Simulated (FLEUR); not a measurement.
Band structure of LuB2Ru3 (P6/mmm, 6 atoms in the cell).

```
CELL_PARAMETERS angstrom
      5.43879     0.00000     0.00000
     -2.71940     4.71013     0.00000
      0.00000     0.00000     3.01059
ATOMIC_POSITIONS crystal
  Lu 0.00000 0.00000 0.00000
  B  0.66667 0.33333 0.00000
  B  0.33333 0.66667 0.00000
  Ru 0.50000 0.00000 0.50000
  Ru 0.50000 0.50000 0.50000
  Ru 0.00000 0.50000 0.50000
```

Method: LDA (Vosko-Wilk-Nusair), all-electron FLAPW (FLEUR), scalar-relativistic valence.

Settings: Kmax = 4.3 1/bohr; GmaxXC = 17.2 1/bohr; xcFunctional = vwn; jspins = 1; l_soc = F; mode = hist; fermiSmearingEnergy = 0.00999582 Htr; mesh (inpgen div1-3) = 6 6 9; inpgen gamma flag = true; Gmax = 17.2 1/bohr; numbands = 0; maxIterBroyd = 15; imix = Anderson; alpha = 0.05.

The starting cell comes from a database of computed structures (which also holds hypothetical and non-ambient phases and stackings), without a prior relaxation at this level. Spin-orbit coupling is off. Spin polarisation is off. Values depend on the basis (sphere radii, cutoffs, local orbitals), which need not be converged.

Levels in eV from the Fermi level, bands 33 to 40:
```
point     33     34     35     36     37     38    39    40
-----  -----  -----  -----  -----  -----  -----  ----  ----
Γ      -0.74  -0.73  -0.73   0.13   0.13   0.46  1.21  1.97
M      -1.43  -0.87  -0.74  -0.71  -0.39   0.32  0.72  2.47
K      -2.00  -0.90  -0.45  -0.34  -0.34  -0.07  0.87  2.56
A      -1.41  -0.71  -0.09  -0.09  -0.01  -0.01  1.14  1.39
L      -1.42  -1.40  -0.26  -0.05   1.05   1.08  1.37  1.51
H      -0.58  -0.58  -0.55  -0.55   0.73   1.17  1.17  1.29
```
